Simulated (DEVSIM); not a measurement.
illuminated Si p-on-n cell, one wavelength

System: illuminated Si p-on-n cell, one wavelength, at 350 K.

```tsv
layer (left to right)	material	thickness (μm)	Nd (cm⁻³)	Na (cm⁻³)	τn (s)	τp (s)	absorption coefficient (cm⁻¹)
1	Si	0.0670	-	3.8e18	5.9e-9	3e-7	280
2	Si	220	4.4e16	-	3.3e-7	3.3e-7	280
```

Left contact: ohmic, minority electron recombination velocity 8e6 cm/s. Right contact: ohmic, minority hole recombination velocity 1e5 cm/s. Voltage is applied to the left contact. Recombination: SRH at mid-gap, radiative, Auger. Light enters at the left, 2e17 photons cm⁻² s⁻¹, one pass, no reflection. Mobility is constant in doping.

The device is made up for the run: typed textbook-type constants, with dimensions and the other settings drawn at random. Values at 300 K; Nc and Nv go as T^1.5, mobilities as T to minus their exponent, the gap by Varshni's rule with the affinity fixed.

| parameter | Si |
|---|---|
| gap (eV) | 1.124 |
| affinity (eV) | 4.05 |
| permittivity | 11.7 |
| Nc (cm⁻³) | 2.86e19 |
| Nv (cm⁻³) | 3.1e19 |
| μn (cm²/Vs) | 1417 |
| μp (cm²/Vs) | 470 |
| T exponent of μn | 2.3 |
| T exponent of μp | 2.2 |
| B (cm³/s) | 4.7e-15 |
| Cn (cm⁶/s) | 2.8e-31 |
| Cp (cm⁶/s) | 9.9e-32 |
| Varshni α (eV/K) | 0.000473 |
| Varshni β (K) | 636 |

Simulated with DEVSIM: 1D drift-diffusion, Boltzmann statistics, complete ionisation; no tunnelling, impact ionisation, image-force lowering or self-heating.

| Item | Value |
|---|---|
| Potential step across the device at zero bias | 0.838 V |
| Largest field in the device at zero bias | 140000 V/cm |
| Dark forward voltage at 1 A/cm² | 0.538 V |
| Dark forward voltage at 100 A/cm² | 0.972 V |
| Short-circuit current | 10.9 mA/cm² |
| Open-circuit voltage | 0.397 V |
| Fill factor | 0.74 |
| Largest power | 3.22 mW/cm² |
| Share of generated pairs collected at short circuit | 0.342 |

Small-signal capacitance in reverse bias (quasi-static):

| V (V) | C (nF/cm²) |
|---|---|
| -0.04 | 67.9 |
| -0.1 | 65.3 |
| -0.2 | 61.7 |
| -0.3 | 58.6 |
| -0.4 | 55.9 |
| -0.6 | 51.6 |
| -0.8 | 48.1 |
| -1 | 45.3 |
| -1.3 | 41.8 |
| -1.6 | 39.1 |
| -2 | 36.1 |

Current under light (generator sign):

```json
[
 {"V (V)": "0.00", "J (mA/cm²)": "10.9"},
 {"V (V)": "0.04", "J (mA/cm²)": "10.9"},
 {"V (V)": "0.08", "J (mA/cm²)": "10.9"},
 {"V (V)": "0.14", "J (mA/cm²)": "10.9"},
 {"V (V)": "0.18", "J (mA/cm²)": "10.9"},
 {"V (V)": "0.24", "J (mA/cm²)": "10.9"},
 {"V (V)": "0.26", "J (mA/cm²)": "10.8"},
 {"V (V)": "0.28", "J (mA/cm²)": "10.7"},
 {"V (V)": "0.30", "J (mA/cm²)": "10.5"},
 {"V (V)": "0.32", "J (mA/cm²)": "10.1"},
 {"V (V)": "0.34", "J (mA/cm²)": "9.26"},
 {"V (V)": "0.36", "J (mA/cm²)": "7.72"},
 {"V (V)": "0.38", "J (mA/cm²)": "4.74"},
 {"V (V)": "0.40", "J (mA/cm²)": "-1.01"}
]
```
